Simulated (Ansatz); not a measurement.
Base system: SnO₂ in the rutile structure (space group P4_2/mnm, No. 136; a = 4.760 Å, c = 3.201 Å). Axes: x, y, z lie along a, b, c of the conventional cell.

Method: DFT with r2SCAN, PAW potentials and a 500 eV plane-wave cutoff in Ansatz (a quantum-chemistry and plane-wave program), no spin-orbit coupling.

One thing is altered: uniaxial strain ε_xx = +0.97 %, all other strain components held at zero, atoms relaxed at fixed cell.

Question: Predict the stress tensor and what it implies for the stiffness.

Answer: Stress of the strained cell less that of the base (GPa, compression positive):
```
  -2.42    0.00    0.00
   0.00   -1.62    0.00
   0.00    0.00   -1.43
```

Then −Δσ_ii/ε with ε = 0.0097 gives relaxed-ion elastic constants: C11 ≈ 250 GPa, C12 ≈ 167 GPa and C13 ≈ 148 GPa.

Stability against distortions was not tested.
